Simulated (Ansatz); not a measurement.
## Pressure series in IrO2

Consider IrO₂ in the rutile structure (space group P4_2/mnm, No. 136).

```
IrO2
1.0
    4.52931     0.00000     0.00000
    0.00000     4.52931     0.00000
    0.00000     0.00000     3.17991
Ir O
2 4
Direct
  0.00000   0.00000   0.00000
  0.50000   0.50000   0.50000
  0.30844   0.30844   0.00000
  0.80844   0.19156   0.50000
  0.19156   0.80844   0.50000
  0.69156   0.69156   0.00000
```

Cell and atoms are relaxed at each pressure.

Levels (all Ansatz, a first-principles code, PAW, earlier PAW set): PBE (420 eV, without spin-orbit coupling); PBEsol (420 eV, scalar-relativistic without spin-orbit coupling).

The base cell above is that of PBE; each level relaxes its own structures.

```
case              lattice parameter a, PBE  lattice parameter a, PBEsol
----------------  ------------------------  ---------------------------
pressure −2 GPa                   454.4 pm                            ?
pressure −1 GPa                   453.7 pm                     447.8 pm
pressure 0.3 GPa                  452.7 pm                     447.0 pm
pressure 0.7 GPa                  452.4 pm                     446.7 pm
pressure 1.5 GPa                  451.9 pm                     446.3 pm
pressure 3 GPa                    450.9 pm                            ?
pressure 5 GPa                    449.5 pm                     444.1 pm
pressure 7.5 GPa                  447.9 pm                            ?
pressure 10 GPa                   446.4 pm                            ?
```

Q: Complete the table.

A: 
- pressure −2 GPa, lattice parameter a, PBEsol: 448.5 pm
- pressure 3 GPa, lattice parameter a, PBEsol: 445.3 pm
- pressure 7.5 GPa, lattice parameter a, PBEsol: 442.7 pm
- pressure 10 GPa, lattice parameter a, PBEsol: 441.3 pm

PBE lies above PBEsol in every row, by 5.1 pm to 5.9 pm. They put the cases in the same order.

Load acts through the strain it causes; cell and atoms are relaxed under it. No phonon test of stability was made. Competing high-pressure phases were not computed. No Hubbard U is applied, and correlation can decide whether such a compound is a metal. The final runs are not spin-polarised.
